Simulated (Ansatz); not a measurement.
**Al, response to strain**

Take Al in the fcc (Cu type) structure (space group Fm-3m, No. 225) as the base.

```
Al
1.0
    0.00000     1.99601     1.99601
    1.99601     0.00000     1.99601
    1.99601     1.99601     0.00000
Al
1
Cartesian
  0.00000   0.00000   0.00000
```

Cartesian axes are those of the cell as printed.

Strains are applied to the cell and any free atomic positions relax; under biaxial strain the out-of-plane vector relaxes too; under stress the whole cell relaxes.

All numbers come from r2SCAN (Ansatz, a program for electronic structure), without spin-orbit coupling.

Notes on the quantities. energy relative to the base: free energy F; pressure: mean of the normal stresses, compression positive.

| case | energy relative to the base | volume per atom | space group | pressure |
|---|---|---|---|---|
| base | 0 meV/atom | 15.90 Å³ | Fm-3m (No. 225) | 0.0 GPa |
| biaxial strain +0.32 %, plane normal [001], relaxed out of plane | +0.1 meV/atom | 15.93 Å³ | I4/mmm (No. 139) | -0.1 GPa |
| biaxial strain −2.15 %, plane normal [110], relaxed out of plane | ? | ? | Immm (No. 71) | ? |
| isotropic strain +2.13 % | +17 meV/atom | 16.94 Å³ | Fm-3m (No. 225) | -5.1 GPa |
| uniaxial strain ε_yy = −2.72 % | +4.9 meV/atom | 15.47 Å³ | I4/mmm (No. 139) | 2.8 GPa |
| uniaxial strain ε_yy = +0.31 % | 0.0 meV/atom | 15.95 Å³ | I4/mmm (No. 139) | -0.3 GPa |
| uniaxial strain ε_yy = +3.15 % | +5.9 meV/atom | 16.41 Å³ | I4/mmm (No. 139) | -2.6 GPa |
| tensor shear ε_xy = +3.76 % | +14 meV/atom | 15.88 Å³ | Immm (No. 71) | 0.8 GPa |
| uniaxial stress, 2 GPa compression along x | +1.7 meV/atom | 15.81 Å³ | I4/mmm (No. 139) | – |
| uniaxial stress, 2 GPa tension along x | +2.0 meV/atom | 16.04 Å³ | I4/mmm (No. 139) | – |

### Question
Complete the table.

### Answer

- biaxial strain −2.15 %, plane normal [110], relaxed out of plane, energy relative to the base: +7.1 meV/atom
- biaxial strain −2.15 %, plane normal [110], relaxed out of plane, volume per atom: 15.61 Å³
- biaxial strain −2.15 %, plane normal [110], relaxed out of plane, pressure: 2.2 GPa

Without a gap, meshes like the base's 20×20×20 leave anisotropic stresses uncertain by several tenths of a GPa, and small strain energies with them. Beyond what the load breaks, stability against distortions was not tested.
